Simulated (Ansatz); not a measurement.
Nb: biaxial strain +0.50 %, plane normal [001], relaxed out of plane

Start from Nb in the bcc (W type) structure (space group Im-3m, No. 229; a = 3.248 Å; relaxed with 0.1 eV smearing). Axes: x, y, z lie along the cube axes.

The change: biaxial strain +0.50 %, plane normal [001], relaxed out of plane (Cartesian); in-plane vectors clamped, the third vector and the atoms free.

Computed with LDA (Ansatz, a first-principles code; PAW; 420 eV plane waves; no spin-orbit coupling). Γ-centred 28×28×28 mesh, Fermi–Dirac width 0.1 eV.

| quantity | base | changed | shift |
|---|---|---|---|
| shortest interatomic distance | 2.813 Å | 2.818 Å | +0.0044 Å |
| energy relative to the base (free energy F) | 0 meV/atom | +0.7 meV/atom | +0.7 meV/atom |
| band gap | zero | zero | – |
| out-of-plane strain | – | -0.54 % | – |
| mean in-plane stress (compression positive) | – | -1.3 GPa | – |

Whether these cells are dynamically stable was not tested. The final runs are not spin-polarised.
